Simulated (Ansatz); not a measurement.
GaP (R-3m, No. 166, 4 atoms in the cell; start mp-1018275; a measured phase of this formula has another space group)

Computed with r²SCAN0 (plane waves, PAW; Ansatz, a quantum-chemistry and plane-wave program).

Numerical settings: plane-wave cutoff 520 eV, 8×8×8 k mesh, Fermi–Dirac smearing 0.01 eV, scalar-relativistic PAW data made under PBE.

Cell (relaxed with PBEsol):

Space group R-3m, hexagonal axes (No. 166); a = b = 3.829 Å, c = 19.075 Å, α = β = 90.00°, γ = 120.00°

```tsv
atom	site	symmetry	x	y	z
Ga	6c	3m	0.0000	0.0000	0.4358
P	6c	3m	0.0000	0.0000	0.0578
```
(The calculation used a cell of 4 atoms; values per cell refer to that cell.)

| Quantity | Value |
|---|---|
| band gap | 2.17 eV (on the SCF k mesh) (indirect) |
| smallest direct gap on the k points sampled | 2.75 eV |
| direct gap at Γ | 2.88 eV |

Note: cell and atoms aren't relaxed at this level.

Spin–orbit coupling is not included.

The computed numbers hold no vibrational or temperature effects.

A start named mp-… is a Materials Project structure, which need not be a measured phase.
